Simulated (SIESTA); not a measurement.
SIESTA run on Na (Im-3m, 1 atom in the cell): self-consistent single point.

Method of the run: SIESTA with GGA PBE, numerical atomic orbitals TZP, PseudoDojo PBE standard norm-conserving potentials (rewritten from UPF to PSML).

```yaml
crystal:
  lattice:
    - [-2.14065, 2.14065, 2.14065]
    - [2.14065, -2.14065, 2.14065]
    - [2.14065, 2.14065, -2.14065]
  atoms:
    - { symbol: Na, position: [0.00000, 0.00000, 0.00000] }
```

Reference input (self-consistent single point, DFT, GGA PBE, numerical atomic orbitals TZP, PseudoDojo PBE standard norm-conserving potentials (rewritten from UPF to PSML)): XC.functional = GGA; XC.authors = PBE; potentials = PseudoDojo PBE standard; PAO.BasisSize = TZP; PAO.EnergyShift = 0.01 Ry; MeshCutoff = 300 Ry; kgrid.MonkhorstPack = 11 11 11; OccupationFunction = FD; ElectronicTemperature = 100 meV; MaxSCFIterations = 150; SCF.Mixer.Method = Pulay; SCF.Mixer.Weight = 0.2. This run's input differs from it in these lines:

```diff
@@ -26,8 +26,8 @@
 %block kgrid.MonkhorstPack
-   11   0   0  0.0
-    0  11   0  0.0
-    0   0  11  0.0
+   21   0   0  0.0
+    0  21   0  0.0
+    0   0  21  0.0
 %endblock kgrid.MonkhorstPack
 OccupationFunction           FD
-ElectronicTemperature        100.0 meV
+ElectronicTemperature        50.0 meV
```

The program printed (abridged):

```
        iscf     Eharris(eV)        E_KS(eV)     FreeEng(eV)     dDmax    Ef(eV) dHmax(eV)
   scf:    1    -1243.582430    -1243.252619    -1243.256857  0.714848 -3.101583  2.372955
   scf:    2    -1243.272171    -1243.262509    -1243.266745  0.059126 -3.124533  1.804447
   scf:    3    -1243.286319    -1243.275414    -1243.279643  0.160619 -3.197232  0.018433
   scf:    4    -1243.275376    -1243.275397    -1243.279626  0.004932 -3.205099  0.068590
   scf:    5    -1243.275430    -1243.275415    -1243.279644  0.005615 -3.202848  0.000771
   scf:    6    -1243.275415    -1243.275415    -1243.279644  0.000086 -3.202821  0.000124
mix: Pulay -- inversion failed, > SVD [rank/size] 2 / 5
   scf:    7    -1243.275415    -1243.275415    -1243.279644  0.000011 -3.202824  0.000002
mix: Pulay -- inversion failed, > SVD [rank/size] 2 / 6
   scf:    8    -1243.275415    -1243.275415    -1243.279644  0.000000 -3.202824  0.000000
SCF Convergence by DM+H criterion
max |DM_out - DM_in|         :     0.0000001915
max |H_out - H_in|      (eV) :     0.0000001481
SCF cycle converged after 8 iterations

Using DM_out to compute the final energy and forces

siesta: E_KS(eV) =            -1243.2754

siesta: E_KS - E_eggbox =     -1243.2754

siesta: Atomic forces (eV/Ang):
     1    0.000000    0.000000    0.000000
   Tot    0.000000    0.000000    0.000000
   Max    0.000000
   Res    0.000000    sqrt( Sum f_i^2 / 3N )
   Max    0.000000    constrained

Stress tensor Voigt[x,y,z,yz,xz,xy] (kbar):        3.34        3.34        3.34        0.32        0.32        0.32
(Free)E + p*V (eV/cell)    -1243.3615
Target enthalpy (eV/cell)    -1243.2796

siesta: Program's energy decomposition (eV):
siesta: FreeEng =     -1243.279644

siesta: Stress tensor (static) (eV/Ang**3):
siesta:     0.002085    0.000201    0.000201
siesta:     0.000201    0.002085    0.000201
siesta:     0.000201    0.000201    0.002085

siesta: Cell volume =         39.237108 Ang**3

siesta: Pressure (static):
siesta:                Solid            Molecule  Units
siesta:          -0.00002271         -0.00002271  Ry/Bohr**3
siesta:          -0.00208544         -0.00208544  eV/Ang**3
siesta:          -3.34123996         -3.34123996  kBar
```

The run converged in 8 iterations. Against the reference run the free energy rises by 7.6 meV/atom and the pressure stays at -0.33 GPa.

The starting cell has typed, rounded lattice constants, without a prior relaxation at this level. Its lattice was rescaled by up to half a per cent. Values carry the incompleteness of an atom-centred basis.
